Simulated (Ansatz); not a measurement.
For ZrSnTe (P4/nmm, No. 129, 6 atoms in the cell; start mp-9289), PBEsol (Ansatz, a first-principles code, PAW) gives:

| Property | Result |
|---|---|
| lattice constant a | 4.044 Å |
| lattice parameter c | 8.678 Å |
| bulk modulus | 93.2 GPa |
| cohesive energy | 5.16 eV/atom |

Question: What does r²SCAN (plane waves, PAW; Ansatz) give for the same quantities?

Answer: 
- lattice constant a: 4.094 Å (rises by 1.2 %)
- lattice parameter c: 8.788 Å (grows by 1.3 %)
- bulk modulus: 87.9 GPa (decreases by 5.7 %)
- cohesive energy: 4.52 eV/atom (decreases by 0.64 eV/atom)

Changes are worked out from the printed values.

Unless a cell is named, each level is at its own relaxed cell (PBEsol 23.65, r²SCAN 24.55 Å³/atom).

Levels without +SOC leave out spin–orbit coupling, which shifts energies and cells of such heavy elements.

Caveats: the bulk modulus is −V dP/dV from two relaxed cells at ±2 % in volume (PBEsol, r²SCAN); the relaxation could not lower the start's symmetry, so the cell can be a saddle point above a distorted one (PBEsol, r²SCAN). Ansatz's density-functional and Hartree–Fock values are scalar-relativistic unless marked +SOC, with PAW data made under PBE.

A start named mp-… is a Materials Project structure, which need not be a measured phase.
